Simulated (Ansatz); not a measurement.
Element substitutions in C

The parent structure is C in the diamond structure (space group Fd-3m, No. 227; a = 3.560 Å).

Each row replaces one element on all its sites; cell and atoms are relaxed.

Method: DFT with r2SCAN, PAW potentials and a 500 eV plane-wave cutoff in Ansatz (a quantum-chemistry and plane-wave program), no spin-orbit coupling.

Task: Only one of these keeps a band gap. Which?
A) C → Ru
B) C → Se
C) C → Si
D) C → B

Result: C, C → Si. Computed: C → Si: 0.78 eV; C → B: zero; C → Ru: zero; C → Se: zero

No phonon test of stability was made. As relaxed here, B, Ru and Se are hypothetical phases, not in the database extracts checked. All final runs are without spin polarisation.
